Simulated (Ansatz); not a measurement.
**CsCl-type TiCo: elastic constant C11 by level of theory**

No measured value is used here.

```
level (code)     value (GPa)  cell (Å³/atom)
---------------  -----------  --------------
LDA (Ansatz)             [?]           12.21
PBE (Ansatz)             216           13.12
PBEsol (Ansatz)          236           12.62
r²SCAN (Ansatz)          221           12.85
```

Task: Fill in the missing entries.

Result: 
- LDA (Ansatz, a quantum-chemistry and plane-wave program), value (GPa): 253

The crystal itself was run without spin with LDA, PBE, PBEsol, r²SCAN. Each level is taken at its own relaxed cell. Cutoffs differ between the levels. Ansatz's density-functional and Hartree–Fock values are scalar-relativistic unless marked +SOC, with PAW data made under PBE.
